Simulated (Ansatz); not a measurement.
Ansatz (a first-principles code) run on BP (Pm-3m, 2 atoms in the cell): self-consistent single point

Level of theory: PBE (plane waves, PAW; Ansatz).

The input file:

Ansatz 0.2 input:
```yaml
# BP
crystal:
  lattice:
    - [2.558207, 0.000000, 0.000000]
    - [0.000000, 2.558207, 0.000000]
    - [0.000000, 0.000000, 2.558207]
  atoms:
    - { symbol: B, position: [0.000000, 0.000000, 0.000000] }
    - { symbol: P, position: [0.500000, 0.500000, 0.500000] }
basis:
  ecutwfc: 30.9 Ry
kpoints:
  mp_grid: { grid: [10, 10, 10] }
hamiltonian:
  xc: pbe
  pseudopotentials: { kind: paw }
scf:
  occupations: { method: cold, width: 0.0037 Ry }
output:
  forces: true
  eigenvalues: true
  stress: true
```

Output (repeated stretches shortened):

```
WARN ansatz: RAYON_NUM_THREADS=1 ignored (pool sized by the plan → 1); use --threads N
Pseudopotentials: kind: paw
Pseudopotential: B, paw, valence charge 3
Pseudopotential: P, paw, valence charge 5
Crystal: 2 atoms, lattice volume = 16.742 Å³
Basis set: ecut = 420.4159175005146 eV, 341 PW (Γ), exchange–correlation on 36×36×36 points (8 copies of the dense FFT grid, shifted against one another)
Bands: 8, of which v1, the nominal top of the filled ones, is band 4 counted from 1 (3 counted from 0)
Symmetry: 48 space group operations
Space group: Pm-3m (ITA 221), of the structure as read, at distance tolerance 2.6e-5 Å
k-points: 56 of 1000
Initial density: superposition of atomic densities (neutral atoms: chi_scale 0, normalization atom), corrected by the library's trained network
Initial wavefunctions: pseudopotential atomic-orbital guess
Eigensolver: davidson
Functional: x = pbe(κ = 0.804, μ = 0.2195149727645171), c = pbe(β = 0.06672455060314922)
SCF iter   1: F=—  HF=-908.472656 eV  |F-HF|=—  |Δ(HF+E_count)|=         —  Δρ=3.88e-3  dr2=9.31e-4  ethr=1.77e-3  ⟨swp⟩=5.3  Hψ=8006  notcnv=0  defer=2
all-band conjugate gradients solve this SCF's bands
automatic band count: the SCF goes on with 12 bands, as 8 were too few: the levels above may hold too much charge
preconditioner: auto → none
SCF iter   2: F=—  HF=-908.472745 eV  |F-HF|=—  |Δ(HF+E_count)|=   8.88e-5  S|Δr|=    0.00e0  Δρ=1.95e-3  dr2=2.19e-4  ethr=1.16e-5  ⟨swp⟩=1.4  Hψ=1157  notcnv=0  defer=56
SCF iter   3: F=—  HF=-908.472821 eV  |F-HF|=—  |Δ(HF+E_count)|=   7.58e-5  S|Δr|=    0.00e0  Δρ=5.75e-4  dr2=4.75e-5  ethr=2.73e-6  ⟨swp⟩=1.5  Hψ=594  notcnv=0  defer=56
SCF iter   4: F=—  HF=-908.472803 eV  |F-HF|=—  |Δ(HF+E_count)|=   1.81e-5  S|Δr|=    0.00e0  Δρ=4.32e-5  dr2=4.23e-7  ethr=5.94e-7  ⟨swp⟩=1.8  Hψ=639  notcnv=0  defer=56
SCF iter   5: F=-908.472803 eV  HF=-908.472803 eV  |F-HF|=1.25e-9  |Δ(HF+E_count)|=   1.50e-7  S|Δr|=    0.00e0  Δρ=3.31e-6  dr2=1.21e-9  ethr=1.25e-9  ⟨swp⟩=7.2  Hψ=3359  notcnv=0
SCF 1 converged in 5 iterations: F = -908.472803 eV  dr2 = 1.21e-9
SCF converged after 5 iterations
Stability not checked (fill_not_monotonic)
Free energy (F): -908.472803 eV
Harris-Foulkes:  -908.472803 eV  (|F-HF|=1.25e-9)
Internal energy: -908.472311 eV  (E = F + TS)
E sigma→0 (E₀):  -908.472639 eV
Entropy (-TS):   -0.000492 eV (-0.246 meV/atom)
Fermi energy:    15.430738 eV
--- Per-component energies (eV) ---
  E_band       = 63.106144
  E_kinetic    = 125.389877
  E_local      = 2.709143  (includes V_loc(G=0)·N_el)
  E_nonlocal   = 45.970287
  E_hartree    = 1.232173
  E_xc         = -96.916529
  E_vxc        = -103.476797  (∫ρ·V_xc dr)
  E_paw        = -647.648111  (= ΣΔE_a)
  E_vpaw       = -9.950633  (= ΣTr[D̂ρ^β])
  E_aug_tail   = 0.000001  (compensation charges beyond the density's cutoff)
  E_ewald      = -339.209152
  E_smearing   = -0.000492  (= −TS)
  E_closure    = -0.000000  (closes the sum)
  Σ components = -908.472803   (vs F -908.472803, Δ=0.00e0)
--- Forces (eV/Å), atoms counted from 1 ---
  atom   1  B     -0.00000000     0.00000000     0.00000000
  atom   2  P      0.00000000     0.00000000    -0.00000000
  max |Σ_I F_I| component: 7.07e-31 eV/Å
--- Stress (GPa, compression-positive) ---
       33.327277       0.000000       0.000000
        0.000000      33.327277      -0.000000
        0.000000      -0.000000      33.327277
  P = ⅓ Tr σ = 33.3273 GPa (333.273 kbar)
  The stress holds the Pulay correction. Without it, at fixed plane waves, as pw.x and ABINIT print it: P = 33.1975 GPa
--- Band table (eV; the first three rows and the last of 56) ---
  k-point 0: bands = ["-3.9540", "14.0000", "14.0000", "14.0000", "19.0501", "19.0501", "19.7681", "28.4790", "28.4790", "28.4790", "34.2288", "34.2288"]
  k-point 1: bands = ["-3.7492", "12.0830", "14.1961", "14.1961", "19.2513", "19.7072", "21.4176", "27.6135", "27.6135", "28.1027", "34.3844", "34.3917"]
  k-point 2: bands = ["-3.1377", "9.0630", "14.7816", "14.7816", "19.8426", "20.1110", "24.8674", "25.6098", "25.6098", "27.4886", "34.4814", "34.8160"]
  k-point 55: bands = ["10.8096", "10.8585", "10.8585", "10.8585", "11.1309", "11.1309", "11.1309", "14.3853", "38.5226", "38.5226", "38.5226", "41.8953"]
```

The run converged in 5 iterations.

The starting cell was generated: these elements placed on a structure prototype, without a prior relaxation; it need not be a known phase or ordering of this composition. With a pressure of about 33 GPa the cell is away from its equilibrium volume at this level. Ansatz's pressure includes its estimate of the finite-basis (Pulay) stress. The run gives no clean gap (levels at the Fermi energy touch, overlap or are partly filled at this smearing), which alone does not show that the compound is a metal.
